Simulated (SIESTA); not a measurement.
## Relaxation of the atoms of NbZn3Ga3 (R-3m, 7 atoms in the cell) at several settings

```
Nb(ZnGa)3
1.0
    2.70302     1.56059     4.64348
   -2.70302     1.56059     4.64348
    0.00000    -3.12118     4.64348
Nb Zn Ga
1 3 3
Direct
  0.00000   0.00000   0.00000
  0.50000   0.00000   0.00000
  0.00000   0.50000   0.00000
  0.00000   0.00000   0.50000
  0.00000   0.50000   0.50000
  0.50000   0.00000   0.50000
  0.50000   0.50000   0.00000
```

Base: SIESTA with GGA PBEsol, numerical atomic orbitals DZP, PseudoDojo PBEsol standard norm-conserving potentials (rewritten from UPF to PSML). Its settings: XC.functional = GGA; XC.authors = PBEsol; potentials = PseudoDojo PBEsol standard; PAO.BasisSize = DZP; PAO.EnergyShift = 0.01 Ry; MeshCutoff = 400 Ry; kgrid.MonkhorstPack = 5 5 5 shifted by 0.5 0.5 0.5; OccupationFunction = FD; ElectronicTemperature = 0.1 eV; MaxSCFIterations = 150; SCF.Mixer.Method = Broyden; SCF.Mixer.Weight = 0.25; SCF.Mixer.History = 8; SCF.DM.Tolerance = 1.0E-04. Starting volume 16.79 Å³ per atom.

Each line gives the change from the base single point and the result:

- atoms moved at random; MD.TypeOfRun: default → CG; MD.Steps: default → 40; MD.MaxForceTol: default → 0.1 eV/Ang: pressure -4.79 GPa; largest force (vector length) 0.100 eV/Å; relaxation steps 8; free energy against the base single point 0.5 meV/atom.
- atoms moved at random; SCF.DM.Tolerance: 1.0E-04 → default; SCF.DM.Converge: default → false; SCF.H.Converge: default → false; SCF.FreeE.Converge: default → true; SCF.FreeE.Tolerance: default → 1.0E-03 eV; MD.TypeOfRun: default → CG; MD.Steps: default → 40; MD.MaxForceTol: default → 0.03 eV/Ang: pressure -4.81 GPa; largest force (vector length) 0.026 eV/Å; relaxation steps 19; free energy against the base single point 0.1 meV/atom.
- atoms moved at random; MD.TypeOfRun: default → CG; MD.Steps: default → 40; MD.MaxForceTol: default → 0.03 eV/Ang: pressure -4.80 GPa; largest force (vector length) 0.024 eV/Å; relaxation steps 15; free energy against the base single point 0.0 meV/atom.

The starting cell comes from a database of computed structures (which also holds hypothetical and non-ambient phases and stackings), without a prior relaxation at this level. Spin polarisation is off. Values carry the incompleteness of an atom-centred basis.
